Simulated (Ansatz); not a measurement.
An Ansatz (a first-principles code) input for (Al,Ga)N alloy cell AlGaN2 (wurtzite start):

Ansatz 0.2 input:
```yaml
crystal:
  lattice:
    - [6.346799516, 0.0, -0.00000001]
    - [0.0, 5.495483871, -0.000103784]
    - [-0.000000008, -0.000096787, 5.117414517]
  atoms:
    - { symbol: Ga, position: [0.003538219, 0.334839319, -0.000675007] }
    - { symbol: Ga, position: [0.496461789, 0.334839308, -0.00067501] }
    - { symbol: Al, position: [0.249999996, 0.834319789, -0.000592867] }
    - { symbol: Ga, position: [0.749999993, 0.829365205, -0.001362927] }
    - { symbol: Al, position: [0.250000006, 0.164492869, 0.499296156] }
    - { symbol: Ga, position: [0.749999999, 0.16720345, 0.496417655] }
    - { symbol: Al, position: [0.497428662, 0.667372053, 0.498522602] }
    - { symbol: Al, position: [0.002571339, 0.667372044, 0.498522609] }
    - { symbol: N, position: [0.007132228, 0.337588269, 0.383342439] }
    - { symbol: N, position: [0.49286778, 0.337588259, 0.383342459] }
    - { symbol: N, position: [0.249999996, 0.835066918, 0.374343163] }
    - { symbol: N, position: [0.749999985, 0.823127051, 0.383366461] }
    - { symbol: N, position: [0.25, 0.157635354, 0.871460329] }
    - { symbol: N, position: [0.749999988, 0.167923718, 0.880512238] }
    - { symbol: N, position: [0.492968315, 0.670633201, 0.871089854] }
    - { symbol: N, position: [0.007031705, 0.670633195, 0.871089853] }
basis:
  ecutwfc: 420
  ecutrho_ratio: 4
  xc_grid: 2
kpoints:
  mp_grid: { grid: [3, 4, 4] }
hamiltonian:
  xc: pbe
  dispersion: none
  pseudopotentials: { kind: paw }
scf:
  n_extra_bands: 12
  occupations: { method: fermi_dirac, width: 0.01 }
output:
  forces: true
  stress: true
  eigenstates:
    kpoints:
      - [0.0, 0.0, 0.0]
      - [0.0, -0.5, 0.0]
      - [-0.333333, 0.0, 0.0]
      - [0.333333, -0.5, 0.0]
    e_range: [-4.0, 6.0]
    localisation: true
relax:
  f_tol: 0.03
  max_steps: 90
  cell: { stress_tol: 0.15 }
```

All values below come from PBE (plane waves to 420 eV, PAW; Ansatz). No spin–orbit coupling. Its k-point mesh 3×4×4, Fermi–Dirac width 0.01 eV.

What does the end of the output print (band table and long remarks left out, numbers rounded to eight decimals)?


```
SCF converged after 5 iterations
Free energy (F): -20368.596002 eV
Harris-Foulkes:  -20368.596002 eV  (|F-HF|=8.03e-9)
Internal energy: -20368.596002 eV  (E = F + TS)
E sigma→0 (E₀):  -20368.596002 eV
Fermi energy:    9.536835 eV
--- Per-component energies (eV) ---
  E_band       = -21.856521
  E_kinetic    = 1618.714621
  E_local      = -10355.804113  (includes V_loc(G=0)·N_el)
  E_nonlocal   = 2118.546159
  E_hartree    = 4702.639757
  E_xc         = -920.018439
  E_vxc        = -965.142110  (∫ρ·V_xc dr)
  E_paw        = -10862.136512  (= ΣΔE_a)
  E_vpaw       = -1843.452023  (= ΣTr[D̂ρ^β])
  E_aug_tail   = 0.000421  (compensation charges beyond the density's cutoff)
  E_ewald      = -6670.537896
  E_smearing   = 0.000000  (= −TS)
  E_closure    = 0.000000  (closes the sum)
  Σ components = -20368.596002   (vs F -20368.596002, Δ=0.00e0)
--- Forces (eV/Å), atoms counted from 1 ---
  atom   1  Ga    -0.00560264    -0.00018273    -0.01644521
  atom   2  Ga     0.00560264    -0.00018273    -0.01644521
  atom   3  Al    0.00000000    -0.01013141    -0.02493335
  atom   4  Ga    0.00000000     0.00363230    -0.01657121
  atom   5  Al    0.00000000     0.00785356    -0.02116844
  atom   6  Ga    0.00000000    -0.00019953    -0.00534202
  atom   7  Al    -0.00754818     0.00612554    -0.02535479
  atom   8  Al     0.00754818     0.00612554    -0.02535479
  atom   9  N      0.00548323    -0.00519921     0.01591395
  atom  10  N     -0.00548323    -0.00519921     0.01591395
  atom  11  N      0.00000000    -0.00935908     0.02567309
  atom  12  N      0.00000000    -0.00027036     0.01239209
  atom  13  N      0.00000000    -0.00373204     0.02073842
  atom  14  N      0.00000000    -0.00048018     0.00808804
  atom  15  N     -0.00991907     0.00559962     0.02651173
  atom  16  N      0.00991907     0.00559962     0.02651173
  max |Σ_I F_I| component: 1.28e-4 eV/Å
--- Stress (GPa, compression-positive) ---
       -0.046726       0.000000       0.000000
        0.000000      -0.016629       0.004682
        0.000000       0.004713       0.144084
  P = ⅓ Tr σ = 0.0269 GPa (0.269 kbar)
--- Relaxed structure (3 steps of the walk, 3 accepted, 1 SCFs on fresh bases) ---
  F+E_penalty+E_count = -20368.59600173 eV   max|allowed force component| = 2.650e-2 eV/Å   (the final SCF, on the basis selected at the relaxed cell)
  cell:  # Å, volume = 179.1058 Å³
    - [6.34521920, 0.0, 0.0]
    - [0.0, 5.49340104, -7.11276319e-5]
    - [0.0, -6.59456743e-5, 5.13832568]
  atoms:
    - { symbol: Ga, position: [0.00364294, 0.33461520, -0.00037646] }
    - { symbol: Ga, position: [0.49635706, 0.33461520, -0.00037646] }
    - { symbol: Al, position: [0.25000000, 0.83387191, -0.00127532] }
    - { symbol: Ga, position: [0.75000000, 0.83034172, -0.00030753] }
    - { symbol: Al, position: [0.25000000, 0.16374324, 0.49816160] }
    - { symbol: Ga, position: [0.75000000, 0.16724018, 0.49907336] }
    - { symbol: Al, position: [0.49679285, 0.66775021, 0.49821640] }
    - { symbol: Al, position: [0.00320715, 0.66775021, 0.49821640] }
    - { symbol: N, position: [0.00709588, 0.33745401, 0.38378566] }
    - { symbol: N, position: [0.49290412, 0.33745401, 0.38378566] }
    - { symbol: N, position: [0.25, 0.83468810, 0.37283039] }
    - { symbol: N, position: [0.75000000, 0.82331486, 0.38444022] }
    - { symbol: N, position: [0.25, 0.15680424, 0.86964756] }
    - { symbol: N, position: [0.75000000, 0.16831961, 0.88152025] }
    - { symbol: N, position: [0.49302970, 0.67101865, 0.87032914] }
    - { symbol: N, position: [0.00697030, 0.67101865, 0.87032914] }
```

Cost: very roughly 50 core-seconds.
